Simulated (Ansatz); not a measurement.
Take CdTe in the zinc blende structure (space group F-43m, No. 216; a = 6.5578 Å) as the base. Axes: x, y, z lie along the cube axes.

Level of theory: Ansatz (a program for electronic structure), r2SCAN, PAW, cutoff 500 eV, no SOC.

Now apply this change: the cell is scaled by 1.0300 in all directions; the atoms relax in the strained cell.

Problem. Predict the stress tensor and what it implies for the stiffness.

Solution. Stress of the strained cell less that of the base (GPa, compression positive):
```
  -2.91    0.00    0.00
   0.00   -2.91    0.00
   0.00    0.00   -2.91
```

Then B = −ΔP/(ΔV/V₀) with ΔV/V₀ = 0.0927 gives secant stiffness values (nonlinear terms included at this strain): B ≈ 31 GPa.

As a check, the harmonic strain energy −½ V₀ Δσ:ε is 29 meV/atom; the computed energy rise is 32 meV/atom.

Whether these cells are dynamically stable was not tested.
